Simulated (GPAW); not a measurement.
**Worked example: self-consistent single point of Ti2InC (P6_3/mmc, 8 atoms in the cell) in GPAW**

Level of theory: LDA (Perdew-Wang 92), GPAW PAW datasets LDA (gpaw-data 1.0.1) (plane waves; GPAW).

The input file:

```python
from ase import Atoms
from ase.units import GPa
from gpaw import GPAW

atoms = Atoms(['Ti', 'Ti', 'Ti', 'Ti', 'In', 'In', 'C', 'C'],
              cell=[[3.104234, 0.000000, 0.000000],
                    [-1.552117, 2.688346, 0.000000],
                    [0.000000, 0.000000, 13.989205]],
              scaled_positions=[[0.666667, 0.333333, 0.578760],
                                [0.333333, 0.666667, 0.421240],
                                [0.333333, 0.666667, 0.078760],
                                [0.666667, 0.333333, 0.921240],
                                [0.666667, 0.333333, 0.250000],
                                [0.333333, 0.666667, 0.750000],
                                [0.000000, 0.000000, 0.500000],
                                [0.000000, 0.000000, 0.000000]],
              pbc=True)

calc = GPAW(mode={'name': 'pw', 'ecut': 900},
            xc='LDA',
            kpts={'size': (8, 8, 2), 'gamma': True},
            occupations={'name': 'methfessel-paxton', 'width': 0.1, 'order': 0},
            nbands=-14,
            symmetry={'symmorphic': False, 'tolerance': 0.0005},
            maxiter=150)

atoms.calc = calc

energy = atoms.get_potential_energy()
print('Energy (eV):', round(energy, 6))
forces = atoms.get_forces()
print('Forces (eV/Ang):')
print(forces.round(5))
stress = atoms.get_stress()
print('Stress (GPa, Voigt):', (stress / GPa).round(4))
```

Output, abridged:

```
Input parameters:
  kpts: {gamma: True,
         size: (8, 8, 2)}
  maxiter: 150
  mode: {ecut: 900,
         name: pw}
  nbands: -14
  occupations: {name: methfessel-paxton,
                order: 0,
                width: 0.1}
  symmetry: {symmorphic: False,
             tolerance: 0.0005}

species:
  Ti:
    name: Titanium
    Z: 22.0
    valence: 12
    core: 10
    charge: 0.0
    file: Ti.LDA.gz

    # Using partial waves for Ti as LCAO basis

  In:
    name: Indium
    Z: 49.0
    valence: 13
    core: 36
    charge: 0.0
    file: In.LDA.gz

    # Using partial waves for In as LCAO basis

  C:
    name: Carbon
    Z: 6.0
    valence: 4
    core: 2
    charge: 0.0
    file: C.LDA.gz

    # Using partial waves for C as LCAO basis

Reference energy: -414401.982156  # eV

Spin-paired calculation

Convergence criteria:
 Maximum [total energy] change in last 3 cyles: 0.0005 eV / valence electron
 Maximum integral of absolute [dens]ity change: 0.0001 electrons / valence electron
 Maximum integral of absolute [eigenst]ate change: 4e-08 eV^2 / valence electron
 Maximum number of scf [iter]ations: 150

Symmetries present (total): 24
Symmetries with fractional translations: 12
128 k-points: 8 x 8 x 2 Monkhorst-Pack grid + [1/16,1/16,1/4]
20 k-points in the irreducible part of the Brillouin zone
       k-points in crystal coordinates                weights
   0:     0.00000000    0.00000000    0.00000000          1/128
   1:     0.00000000    0.00000000    0.50000000          1/128
   2:     0.12500000    0.00000000    0.00000000          6/128
   [... 7 lines left out ...]
          ...
  19:     0.50000000    0.50000000    0.50000000          3/128

Wave functions: Plane wave expansion
  Cutoff energy: 900.000 eV
  Number of coefficients (min, max): 7114, 7215
  Pulay-stress correction: 0.000000 eV/Ang^3 (de/decut=0.000000)

Occupation numbers: Methfessel-Paxton:
  width: 0.1000  # eV
  order: 0

Eigensolver

Densities:
  Coarse grid: 24*24*98 grid
  Fine grid: 48*48*196 grid
  Total Charge: 0.000000

Density mixing:
  Method: separate
  Backend: pulay
  Linear mixing parameter: 0.05
  old densities: 5
  Damping of long wavelength oscillations: 50

Hamiltonian:
  XC and Coulomb potentials evaluated on a 48*48*196 grid
  External potential:
    NoExternalPotential

Number of atoms: 8
Number of atomic orbitals: 78
Number of bands in calculation: 55
Number of valence electrons: 82
Bands to converge: occupied

Density initialized from atomic densities
  55 bands from LCAO basis set

Atomic positions and initial magnetic moments

Positions:
   0 Ti     1.552119    0.896114    8.096392    ( 0.0000,  0.0000,  0.0000)
   1 Ti    -0.000002    1.792232    5.892813    ( 0.0000,  0.0000,  0.0000)
   2 Ti    -0.000002    1.792232    1.101790    ( 0.0000,  0.0000,  0.0000)
   3 Ti     1.552119    0.896114   12.887415    ( 0.0000,  0.0000,  0.0000)
   4 In     1.552119    0.896114    3.497301    ( 0.0000,  0.0000,  0.0000)
   5 In    -0.000002    1.792232   10.491904    ( 0.0000,  0.0000,  0.0000)
   6 C      0.000000    0.000000    6.994603    ( 0.0000,  0.0000,  0.0000)
   7 C      0.000000    0.000000    0.000000    ( 0.0000,  0.0000,  0.0000)

Unit cell:
           periodic     x           y           z      points  spacing
  1. axis:    yes    3.104234    0.000000    0.000000    24     0.1120
  2. axis:    yes   -1.552117    2.688346    0.000000    24     0.1120
  3. axis:    yes    0.000000    0.000000   13.989205    98     0.1427

  Lengths:   3.104234   3.104234  13.989205
  Angles:   90.000000  90.000000 119.999995

Effective grid spacing dv^(1/3) = 0.1274

     iter     time        total  log10-change:
                         energy   eigst   dens
iter:   1 --:--:--   -71.713568
iter:   2 --:--:--   -68.646968   -0.80  -1.16
iter:   3 --:--:--   -63.390775   +0.31  -1.22
iter:   4 --:--:--   -63.424919   -0.75  -1.55
iter:   5 --:--:--   -63.595729   -1.25  -1.62
iter:   6 --:--:--   -63.676482   -0.55  -1.67
iter:   7 --:--:--   -63.461632   -1.79  -1.99
iter:   8 --:--:--   -63.425546   -1.73  -2.26
iter:   9 --:--:--   -63.462909c  -1.91  -2.55
iter:  10 --:--:--   -63.415486   -1.99  -2.44
iter:  11 --:--:--   -63.416605   -2.82  -3.11
iter:  12 --:--:--   -63.415060c  -3.69  -3.12
iter:  13 --:--:--   -63.414955c  -4.76  -3.21
iter:  14 --:--:--   -63.414939c  -4.43  -3.29
iter:  15 --:--:--   -63.415057c  -4.51  -3.43
iter:  16 --:--:--   -63.415158c  -3.78  -3.40
iter:  17 --:--:--   -63.414844c  -4.98  -3.54
iter:  18 --:--:--   -63.414852c  -4.50  -3.87
iter:  19 --:--:--   -63.414843c  -5.85  -4.06c
iter:  20 --:--:--   -63.414846c  -6.60  -4.37c
iter:  21 --:--:--   -63.414848c  -7.02  -4.38c
iter:  22 --:--:--   -63.414853c  -5.84  -4.40c
iter:  23 --:--:--   -63.414847c  -5.90  -4.48c
iter:  24 --:--:--   -63.414848c  -7.52c -4.67c

Converged after 24 iterations.

Dipole moment: (0.000000, -0.000000, -0.000000) |e|*Ang

Energy contributions relative to reference atoms: (reference = -414401.982156)

Kinetic:        +68.538948
Potential:      -66.327896
External:        +0.000000
XC:             -66.009734
Entropy (-ST):   -0.015115
Local:           +0.391391
SIC:             +0.000000
--------------------------
Free energy:    -63.422406
Extrapolated:   -63.414848

Showing only first 2 kpts
 Kpt  Band  Eigenvalues  Occupancy
  0    39      9.66496    0.00000
  0    40      9.66684    0.00000
  0    41      9.66686    0.00000
  0    42      9.69842    0.00000

  1    39      9.66596    0.00000
  1    40      9.66597    0.00000
  1    41      9.66597    0.00000
  1    42      9.74419    0.00000

Fermi level: 9.01391

No gap
No difference between direct/indirect transitions
Energy (eV): -63.414848

Forces in eV/Ang:
  0 Ti    0.00000   -0.00000   -0.14101
  1 Ti   -0.00000   -0.00000    0.14101
  2 Ti    0.00000   -0.00000   -0.14101
  3 Ti   -0.00000   -0.00000    0.14101
  4 In   -0.00000    0.00000    0.00000
  5 In   -0.00000   -0.00000    0.00000
  6 C    -0.00000    0.00000    0.00000
  7 C    -0.00000    0.00000    0.00000

Stress tensor:
     0.020558    -0.000000     0.000000
    -0.000000     0.020558     0.000000
     0.000000     0.000000     0.020958
Stress (GPa, Voigt): [ 3.2938  3.2938  3.3578  0.      0.     -0.    ]
```

The run converged in 24 iterations. GPAW prints stress with tension positive.

At such cutoffs GPAW's stress carries a finite-basis (Pulay) error, which enters relaxed cells too; its log prints stress with tension positive.

The starting cell comes from a database of computed structures (which also holds hypothetical and non-ambient phases and stackings), without a prior relaxation at this level. Its lattice was rescaled by a random factor within 2.5 % of one. Spin polarisation is off.

Cost on one core of a shared machine: roughly 9 min.
